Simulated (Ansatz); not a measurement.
## AlRu, response to strain

Take AlRu in the CsCl type structure (space group Pm-3m, No. 221; a = 2.9832 Å; relaxed with 0.1 eV smearing) as the base. Axes: x, y, z lie along the cube axes.

Strains are applied to the cell and any free atomic positions relax; under biaxial strain the out-of-plane vector relaxes too.

The values are results of Ansatz (a quantum-chemistry and plane-wave program) r2SCAN, no spin-orbit coupling, not measurements.

Notes on the quantities. energy relative to the base: free energy F.

| biaxial strain, plane normal [111], relaxed out of plane (%) | energy relative to the base (meV/atom) |
|---|---|
| 0 | 0.0 |
| 0.42 | 0.6 |
| 0.83 | 2.5 |
| 1.25 | 5.7 |
| 1.67 | 10.0 |
| 2.08 | ? |
| 2.5 | 22.1 |

Question: Fit ΔE = Aε² + Bε³ (ε in %) to the rows shown and predict the withheld row.

Answer: Least squares on the printed values gives A = 3.71 and B = -0.069 meV/atom (largest residual 0.0 meV/atom); this predicts 15.4 meV/atom, and the run gives 15.4 meV/atom, in agreement.

Whether these cells are dynamically stable was not tested. All final runs are without spin polarisation.
